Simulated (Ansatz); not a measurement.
# Effect of Cs → Sr on CsPbCl3

Consider CsPbCl$_{3}$ in the cubic perovskite structure (space group Pm-3m, No. 221; a = 5.619 Å).

It is then changed as follows: every Cs is replaced by Sr, then cell and atoms are relaxed.

Computed with Kohn–Sham DFT with the PBEsol functional, run in Ansatz (an electronic-structure program) with PAW and 420 eV plane waves, scalar-relativistic without spin-orbit coupling, earlier PAW set. k-mesh 9×9×9 (Γ-centred); smearing 0.05 eV (Fermi–Dirac), for the changed cell.

```csv
quantity,base,changed,shift
density,4.18 g/cm³,3.83 g/cm³,-0.35 g/cm³
lattice parameter a,10.618 bohr,10.553 bohr,-0.065 bohr
space group,Pm-3m (No. 221),Pm-3m (No. 221),–
band gap,1.84 eV,zero,–
```

With Pb present, leaving out spin-orbit coupling can change the band edges. Whether these cells are dynamically stable was not tested. As relaxed here, SrPbCl3 is a hypothetical phase, not in the database extracts checked. All final runs are without spin polarisation. An odd electron count without spin: SrPbCl3. Many cubic perovskites are stable only at high temperature; tilts and polar distortions were not tested. This is not the structure that CsPbCl3 has at room temperature and ambient pressure.
